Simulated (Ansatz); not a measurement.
Pressure series in hypothetical diamond Zr

The reference is Zr in the diamond structure (space group Fd-3m, No. 227; a = 6.137 Å; a hypothetical phase, not in the database extracts checked).

Cell and atoms are relaxed at each pressure.

Calculations: Kohn–Sham DFT with the PBEsol functional, run in Ansatz (a first-principles code) with PAW and 420 eV plane waves, without spin-orbit coupling.

Notes on the quantities. enthalpy: H = E + PV relative to the base's energy.

| variant | enthalpy | shortest interatomic distance | density |
|---|---|---|---|
| base | – | 2.657 Å | 5.24 g/cm³ |
| pressure −2 GPa | -0.37 eV/atom | 2.707 Å | 4.96 g/cm³ |
| pressure −1 GPa | -0.18 eV/atom | 2.681 Å | 5.11 g/cm³ |
| pressure 0.3 GPa | +0.05 eV/atom | 2.650 Å | 5.28 g/cm³ |
| pressure 0.7 GPa | +0.13 eV/atom | 2.642 Å | 5.33 g/cm³ |
| pressure 1.5 GPa | +0.27 eV/atom | 2.625 Å | 5.44 g/cm³ |
| pressure 3 GPa | +0.52 eV/atom | 2.595 Å | 5.63 g/cm³ |
| pressure 5 GPa | +0.85 eV/atom | 2.559 Å | 5.87 g/cm³ |
| pressure 7.5 GPa | +1.24 eV/atom | 2.525 Å | 6.11 g/cm³ |
| pressure 10 GPa | +1.62 eV/atom | 2.495 Å | 6.34 g/cm³ |

Load acts through the strain it causes; cell and atoms are relaxed under it. No phonon test of stability was made. No other phases were tried under pressure. The final runs are not spin-polarised. Zr has a high density of states at the Fermi level and may be magnetic at this level.
